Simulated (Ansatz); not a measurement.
The starting structures come from a database of crystals and need not be the phases stable at ambient conditions.

Tunnelling through a barrier is set by its complex band structure: the current falls as exp(−2κd) with the smallest κ.

```
CELL_PARAMETERS angstrom
      7.40564     0.00000     0.00000
      0.00000     7.89916     0.00000
      3.70282     0.00000     3.70282
ATOMIC_POSITIONS crystal
  W  0.00000 0.21666 0.50000
  W  0.50000 0.28334 0.50000
  W  0.50000 0.78334 0.50000
  W  0.00000 0.71666 0.50000
  O  0.70295 0.75000 0.59410
  O  0.79705 0.75000 0.00000
  O  0.29705 0.75000 0.40590
  O  0.20295 0.75000 0.00000
  O  0.79705 0.25000 0.40590
  O  0.70295 0.25000 0.00000
  O  0.20295 0.25000 0.59410
  O  0.29705 0.25000 0.00000
  O  0.00000 0.99419 0.50000
  O  0.50000 0.50581 0.50000
  O  0.50000 0.00581 0.50000
  O  0.00000 0.49419 0.50000
```

Space group of this cell: P4/ncc. The cell is taken as given; by PBEsol its mean pressure is -1.7 GPa.

Transport runs along the normal of the first two printed cell vectors, the (110) plane of the conventional cell.

No gap correction and no spin-orbit coupling; mid-gap values are interpolated between computed energies.

Problem. Estimate the band gap and the smallest decay constant κ at mid-gap that Ansatz (an electronic-structure program) with PBEsol returns for this system.

Solution. Gap 1.09 eV on a 8×4×8 mesh; κ = 0.134 1/Å, at the zone centre.
